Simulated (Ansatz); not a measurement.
Consider AlAs in the wurtzite structure (space group P6_3mc, No. 186; a = 4.003 Å, c = 6.581 Å; a model cell, its experimental status unchecked). Axes: x lies along a and z along c of the hexagonal cell.

Calculations: PBEsol (Ansatz, a quantum-chemistry and plane-wave program; PAW; 420 eV plane waves; scalar-relativistic without spin-orbit coupling).

Base values:

| Item | Result |
|---|---|
| Valence-band top at Γ | 0.00, 0.00, -0.13 eV |
| Band gap | 1.64 eV |
| Shortest interatomic distance | 2.455 Å |

Modification: strain tensor (xx, yy, zz, yz, xz, xy) = (−1.00, −1.09, −0.66, −0.73, −1.02, +0.92) %; the atoms relax in the strained cell.

Question: Predict the new stress.

Answer: The stress (xx, yy, zz, yz, xz, xy; compression positive) is (2.17, 2.29, 1.85, 0.47, 0.65, -0.75) GPa.

Question: How does this affect the valence-band top at Γ?

Answer: The valence-band top at Γ (three highest levels, from the VBM) changes from 0.00, 0.00, -0.13 eV to 0.00, -0.08, -0.27 eV.

Question: Estimate the effect on the band gap.

Answer: The band gap shrinks by 0.153 eV (1.64 eV → 1.48 eV).

Question: How does this affect the shortest interatomic distance?

Answer: The shortest interatomic distance shrinks by 0.0294 Å (2.455 Å → 2.425 Å).

Semilocal Kohn–Sham gaps tend to fall short of experiment. Stability against distortions was not tested. This is not the structure that AlAs has at room temperature and ambient pressure.
